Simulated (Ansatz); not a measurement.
NiAs-type NiSb, treated with PBE-D4 (Ansatz, a quantum-chemistry and plane-wave program, plane waves, PAW).

Run with plane-wave cutoff 520 eV, 18×18×12 k mesh (along the axes of the cell as run), Fermi–Dirac smearing 0.05 eV, no spin polarisation, scalar-relativistic PAW data made under PBE.

Cell (relaxed at this level):

```
NiSb
1.0
    1.96124    -3.39696     0.00000
    1.96124     3.39696     0.00000
    0.00000     0.00000     5.11044
Ni Sb
2 2
Direct
  0.00000   0.00000   0.50000
  0.00000   0.00000   0.00000
  0.33333   0.66667   0.25000
  0.66667   0.33333   0.75000
```

### Question
Predict the bulk modulus B0 and pressure derivative B′ of the bulk modulus.

### Answer

bulk modulus B0: 120 GPa
pressure derivative B′ of the bulk modulus: 5.3

The run finds no gap.

Note: the bulk modulus comes from volumes at which shape and atoms were relaxed.

Spin–orbit coupling is not included.

The computed numbers hold no vibrational or temperature effects.

Cost on a shared machine: around 14 core-minutes (rough).
